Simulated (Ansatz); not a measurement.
**Pd, response to strain**

The reference is Pd in the fcc (Cu type) structure (space group Fm-3m, No. 225; a = 3.841 Å; relaxed with 0.1 eV smearing). Axes: x, y, z lie along the cube axes.

Strains are applied to the cell and any free atomic positions relax; under biaxial strain the out-of-plane vector relaxes too.

All numbers come from LDA (Ansatz, a program for electronic structure, PAW, no spin-orbit coupling).

Notes on the quantities. pressure: mean of the normal stresses, compression positive.

```tsv
variant	pressure	volume per atom
base	0.0 GPa	14.17 Å³
biaxial strain −3.00 %, plane normal [001], relaxed out of plane	4.7 GPa	13.92 Å³
biaxial strain −2.50 %, plane normal [001], relaxed out of plane	3.7 GPa	13.97 Å³
biaxial strain −2.00 %, plane normal [001], relaxed out of plane	2.8 GPa	14.01 Å³
biaxial strain −0.50 %, plane normal [001], relaxed out of plane	0.6 GPa	14.13 Å³
biaxial strain +0.50 %, plane normal [001], relaxed out of plane	-0.6 GPa	14.21 Å³
biaxial strain +1.50 %, plane normal [001], relaxed out of plane	-1.5 GPa	14.27 Å³
biaxial strain +2.00 %, plane normal [001], relaxed out of plane	-1.9 GPa	14.30 Å³
biaxial strain +2.50 %, plane normal [001], relaxed out of plane	-2.3 GPa	14.33 Å³
biaxial strain +3.00 %, plane normal [001], relaxed out of plane	-2.5 GPa	14.36 Å³
```

Whether these cells are dynamically stable was not tested. The final runs are not spin-polarised.
